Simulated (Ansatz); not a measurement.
# fluorite-type NiSi2 (0 0 1) on Si0.875Ge0.125, ordered (0 0 1) (film strained to the substrate, faces as cut)

A periodic stack without vacuum, fluorite-type NiSi2 (0 0 1) on Si0.875Ge0.125, ordered (0 0 1) (film strained to the substrate, faces as cut): substrate slab Ge2Si16, film Ni8Si16, surface cells [[0, 1], [-1, 0]] and [[0, -1], [2, 1]], film strained by +1.0 and +1.0 %, faces Si/Si and Si/Ni as cut (like faces can put a slab off its formula).

The start was prepared with a machine-learned potential, and the result is one local minimum, with the in-plane cell held and forces under 0.04 eV/Å; the film can end far from its bulk form.

Calculation: PBE (plane waves to 420 eV, PAW; Ansatz, a first-principles code). No spin–orbit coupling; the runs are not spin-polarised; PBE gaps are too small against experiment. Its k-point mesh 5×5×1, Fermi–Dirac width 0.05 eV.

```
Property                                                                                   Result
--------------------------------------------------------------------------------  ---------------
interface area                                                                            30.3 Å²
period                                                                                    23.33 Å
gaps between the outermost planes at the two interfaces                           1.60 and 1.33 Å
Si–Si contacts across the interfaces within 1.22 times the sum of covalent radii   6, mean 2.53 Å
Ni–Si contacts across the interfaces within 1.22 times the sum of covalent radii   4, mean 2.36 Å
```

```yaml
crystal:
  lattice:
    - [5.49795, -0.00064, -0.17627]
    - [-0.00265, 5.49963, -0.09227]
    - [1.50295, -3.14278, 23.34855]
  atoms:
    - { symbol: Ge, position: [0.84025, 0.09571, 0.13976] }
    - { symbol: Si, position: [0.34049, 0.59593, 0.14048] }
    - { symbol: Si, position: [0.08510, 0.88160, 0.19974] }
    - { symbol: Si, position: [0.57957, 0.38717, 0.19994] }
    - { symbol: Si, position: [0.35735, 0.02273, 0.02346] }
    - { symbol: Si, position: [0.85752, 0.52276, 0.02343] }
    - { symbol: Si, position: [0.59394, 0.80338, 0.08015] }
    - { symbol: Si, position: [0.10254, 0.31205, 0.08020] }
    - { symbol: Ge, position: [0.80735, 0.24927, 0.37644] }
    - { symbol: Si, position: [0.30879, 0.74725, 0.37535] }
    - { symbol: Si, position: [0.05465, 0.03149, 0.43518] }
    - { symbol: Si, position: [0.54427, 0.54230, 0.43615] }
    - { symbol: Si, position: [0.32442, 0.17129, 0.25806] }
    - { symbol: Si, position: [0.82521, 0.67189, 0.25805] }
    - { symbol: Si, position: [0.56418, 0.95684, 0.31627] }
    - { symbol: Si, position: [0.06934, 0.46199, 0.31627] }
    - { symbol: Si, position: [0.27445, 0.33795, 0.49506] }
    - { symbol: Si, position: [0.77846, 0.84206, 0.49509] }
    - { symbol: Ni, position: [0.14663, 0.59399, 0.74221] }
    - { symbol: Ni, position: [0.64498, 0.09329, 0.74219] }
    - { symbol: Ni, position: [0.67421, 0.50799, 0.62690] }
    - { symbol: Ni, position: [0.17079, 0.01148, 0.62779] }
    - { symbol: Ni, position: [0.11429, 0.73724, 0.96631] }
    - { symbol: Ni, position: [0.61338, 0.23754, 0.96632] }
    - { symbol: Ni, position: [0.63001, 0.66628, 0.85509] }
    - { symbol: Ni, position: [0.12901, 0.16630, 0.85530] }
    - { symbol: Si, position: [0.41342, 0.79716, 0.68500] }
    - { symbol: Si, position: [0.91280, 0.29787, 0.68528] }
    - { symbol: Si, position: [0.90348, 0.80714, 0.68545] }
    - { symbol: Si, position: [0.40435, 0.30792, 0.68536] }
    - { symbol: Si, position: [0.99340, 0.65722, 0.56364] }
    - { symbol: Si, position: [0.49271, 0.15667, 0.56378] }
    - { symbol: Si, position: [0.43363, 0.72155, 0.57341] }
    - { symbol: Si, position: [0.93546, 0.21898, 0.57237] }
    - { symbol: Si, position: [0.37122, 0.95396, 0.91462] }
    - { symbol: Si, position: [0.87105, 0.45420, 0.91473] }
    - { symbol: Si, position: [0.87099, 0.95526, 0.91583] }
    - { symbol: Si, position: [0.37126, 0.45529, 0.91551] }
    - { symbol: Si, position: [0.88816, 0.88016, 0.80006] }
    - { symbol: Si, position: [0.38789, 0.37985, 0.80018] }
    - { symbol: Si, position: [0.38737, 0.88116, 0.79947] }
    - { symbol: Si, position: [0.88782, 0.38043, 0.79927] }
```
